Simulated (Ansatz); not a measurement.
AlB2-type HfB2: Voigt–Reuss–Hill bulk modulus by level of theory

No measured value is used here.

```tsv
level (code)	value (GPa)	cell (Å³/atom)
LDA (Ansatz)	274	9.51
PBE (Ansatz)	249	9.96
PBEsol (Ansatz)	261	9.73
r²SCAN (Ansatz)	256	9.88
```

Density-functional levels without +SOC have no spin–orbit coupling. Each level is taken at its own relaxed cell. Cutoffs differ between the levels. Ansatz's density-functional and Hartree–Fock values are scalar-relativistic unless marked +SOC, with PAW data made under PBE.

Ansatz is an electronic-structure program.
